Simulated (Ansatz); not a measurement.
An Ansatz (a first-principles code) run: Cs2AgBiBr6 with a change (isotropic strain −2.25 %); plane-wave PAW DFT at the LDA level (Ansatz, 420 eV), no SOC.

Input:

Ansatz 0.2 input:
```yaml
crystal:
  lattice:
    - [0, 5.3744524212, 5.3744524212]
    - [5.3744524212, 0, 5.3744524212]
    - [5.3744524212, 5.3744524212, 0]
  atoms:
    - { symbol: Bi, position: [0, 0, 0] }
    - { symbol: Ag, position: [0.5, 0.5, 0.5] }
    - { symbol: Cs, position: [0.25, 0.25, 0.25] }
    - { symbol: Cs, position: [0.75, 0.75, 0.75] }
    - { symbol: Br, position: [0.2554515643, 0.7445484357, 0.2554515643] }
    - { symbol: Br, position: [0.2554515643, 0.7445484357, 0.7445484357] }
    - { symbol: Br, position: [0.7445484357, 0.2554515643, 0.7445484357] }
    - { symbol: Br, position: [0.7445484357, 0.2554515643, 0.2554515643] }
    - { symbol: Br, position: [0.2554515643, 0.2554515643, 0.7445484357] }
    - { symbol: Br, position: [0.7445484357, 0.7445484357, 0.2554515643] }
basis: { ecutwfc: 420, ecutrho_ratio: 4, xc_grid: 2, fft_grid_basis: typed }
kpoints: { mp_grid: { grid: [5, 5, 5] } }
hamiltonian:
  xc: lda
  dispersion: none
  pseudopotentials: { kind: paw }
scf: { occupations: { method: fermi_dirac, width: 0.05 }, convergence: { dr2_threshold: 0.000000001 } }
relax: { f_tol: 0.005, max_steps: 50 }
output: { forces: true, stress: true }
checkpoint: { write: state.ck, write_every: 1000 }
```

Output (explanatory and most iteration lines left out):

```
Relaxation: its limit of steps is 50 (relax.max_steps)
Pseudopotential: Bi, paw, valence charge 15
Pseudopotential: Ag, paw, valence charge 19
Pseudopotential: Cs, paw, valence charge 9
Pseudopotential: Br, paw, valence charge 7
Crystal: 10 atoms, lattice volume = 310.479 Å³
Basis set: ecut = 420 eV, 5985 PW (Γ), exchange–correlation on 108×108×108 points (8 copies of the dense FFT grid, shifted against one another)
Bands: 57, of which v1, the nominal top of the filled ones, is band 47 counted from 1 (46 counted from 0)
Symmetry: 48 space group operations
Space group: Fm-3m (ITA 225), of the structure as read, at distance tolerance 6.8e-5 Å
k-points: 10 of 125
Functional: x = slater, c = lda
SCF iter   1: F=—  HF=-46727.847572 eV  |F-HF|=—  |Δ(HF+E_count)|=         —  Δρ=5.71e-3  dr2=9.01e-2  ethr=1.77e-3  ⟨swp⟩=11.4  Hψ=2989  notcnv=0  defer=6
SCF iter   2: F=—  HF=-46727.829186 eV  |F-HF|=—  |Δ(HF+E_count)|=   1.84e-2  Δρ=2.62e-3  dr2=1.49e-2  ethr=9.59e-5  ⟨swp⟩=2.6  Hψ=1163  notcnv=0  defer=21
SCF 1 converged in 9 iterations: F = -46727.825671 eV  dr2 = 7.46e-11
relax step   1: F+E_penalty+E_count = -46727.82567146 eV  Δ(F+E_penalty+E_count) = +0.000e0 eV  max|allowed force component| = 1.508e-1 eV/Å  Δτ_max = 0.0000 Å  (9 SCF iters, accepted)
Crystal: 10 atoms, lattice volume = 310.479 Å³
SCF iter   1: F=—  HF=-46727.829023 eV  |F-HF|=—  |Δ(HF+E_count)|=         —  Δρ=9.56e-4  dr2=6.31e-3  ethr=6.07e-6  ⟨swp⟩=2.1  Hψ=1814  notcnv=0  defer=30
SCF iter   2: F=—  HF=-46727.827709 eV  |F-HF|=—  |Δ(HF+E_count)|=   1.31e-3  Δρ=4.29e-4  dr2=3.61e-4  ethr=6.07e-6  ⟨swp⟩=2.0  Hψ=761  notcnv=0  defer=30
SCF 2 converged in 8 iterations: F = -46727.827483 eV  dr2 = 8.67e-11
relax step   2: F+E_penalty+E_count = -46727.82748328 eV  Δ(F+E_penalty+E_count) = -1.812e-3 eV  max|allowed force component| = 1.207e-1 eV/Å  Δτ_max = 0.0203 Å  (8 SCF iters, accepted)
Crystal: 10 atoms, lattice volume = 310.479 Å³
SCF iter   1: F=—  HF=-46727.831120 eV  |F-HF|=—  |Δ(HF+E_count)|=         —  Δρ=4.26e-4  dr2=1.27e-3  ethr=1.32e-5  ⟨swp⟩=3.2  Hψ=1259  notcnv=0  defer=30
SCF iter   2: F=—  HF=-46727.830891 eV  |F-HF|=—  |Δ(HF+E_count)|=   2.29e-4  Δρ=1.95e-4  dr2=7.24e-5  ethr=1.35e-6  ⟨swp⟩=2.0  Hψ=931  notcnv=0  defer=30
SCF 3 converged in 7 iterations: F = -46727.830757 eV  dr2 = 3.60e-10
relax step   3: F+E_penalty+E_count = -46727.83075676 eV  Δ(F+E_penalty+E_count) = -3.273e-3 eV  max|allowed force component| = 6.149e-4 eV/Å  Δτ_max = 0.0090 Å  (7 SCF iters, accepted)
SCF converged after 7 iterations
Free energy (F): -46727.830757 eV
Internal energy: -46727.830754 eV  (E = F + TS)
E sigma→0 (E₀):  -46727.830755 eV
Entropy (-TS):   -0.000003 eV (-0.000 meV/atom)
Fermi energy:    6.404329 eV
--- Forces (eV/Å), atoms counted from 1 ---
  atom   1  Bi     0.00000000    -0.00000000     0.00000000
  atom   2  Ag     0.00000000     0.00000000    -0.00000000
  atom   3  Cs    -0.00000000     0.00000000     0.00000000
  atom   4  Cs     0.00000000    -0.00000000     0.00000000
  atom   5  Br     0.00000000    -0.00061493    -0.00000000
  atom   6  Br     0.00061493     0.00000000     0.00000000
  atom   7  Br    -0.00000000     0.00061493    -0.00000000
  atom   8  Br    -0.00061493    -0.00000000     0.00000000
  atom   9  Br     0.00000000    -0.00000000    -0.00061493
  atom  10  Br    -0.00000000     0.00000000     0.00061493
--- Stress (GPa, compression-positive) ---
        2.686246      -0.000000       0.000000
       -0.000000       2.686246      -0.000000
       -0.000000       0.000000       2.686246
  P = ⅓ Tr σ = 2.6862 GPa (26.862 kbar)
--- Relaxed structure (3 steps of the walk, 3 accepted, 0 SCFs on fresh bases) ---
  atoms:
    - { symbol: Bi, position: [-8.069303344904719e-20, -1.613860668980858e-20, 4.841582006942836e-20] }
    - { symbol: Ag, position: [0.5, 0.5, 0.5] }
    - { symbol: Cs, position: [0.25, 0.25, 0.25] }
    - { symbol: Cs, position: [0.75, 0.75, 0.75] }
    - { symbol: Br, position: [0.25650229580980516, 0.7434977041901947, 0.25650229580980516] }
    - { symbol: Br, position: [0.2565022958098051, 0.7434977041901948, 0.7434977041901947] }
    - { symbol: Br, position: [0.7434977041901949, 0.256502295809805, 0.7434977041901949] }
    - { symbol: Br, position: [0.7434977041901947, 0.25650229580980516, 0.25650229580980516] }
    - { symbol: Br, position: [0.25650229580980516, 0.25650229580980516, 0.7434977041901947] }
    - { symbol: Br, position: [0.7434977041901949, 0.7434977041901949, 0.256502295809805] }
```

With Bi present, leaving out spin-orbit coupling can change the band edges. No phonon test of stability was made. The cell was made from Cs2AgBiBr6 (space group Fm-3m, No. 225) by this change: isotropic strain −2.25 %.
